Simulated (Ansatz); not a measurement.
Data:

```xyz
2
Lattice="0.0000 3.2444 3.2606 3.2444 0.0000 3.2606 3.2444 3.2444 0.0000" Properties=species:S:1:pos:R:3 pbc="T T T"
Cd     0.0000     0.0000     0.0000
Te     1.6222     1.6222     1.6303
```

No spin polarisation.

Level of theory: PBEsol in Ansatz (plane waves to 420 eV, PAW, scalar-relativistic without spin-orbit coupling). Settings: 9×9×9 k-points, 0.05 eV Fermi–Dirac smearing.

Problem. What pressure (mean of the normal stresses, compression positive) does the calculation give?

Solution. -0.20 GPa.

Problem. Predict the gap character.

Solution. Direct at Γ.

Problem. Estimate the band gap.

Solution. 0.63 eV.

Spin-orbit coupling, missing from the scalar runs, can matter with Te. The cells carry an imposed strain or load. Whether these cells are dynamically stable was not tested. The cell was made from CdTe in the zinc blende structure (space group F-43m, No. 216) by this change: uniaxial strain ε_zz = +0.50 %.

Ansatz is a program for electronic structure.
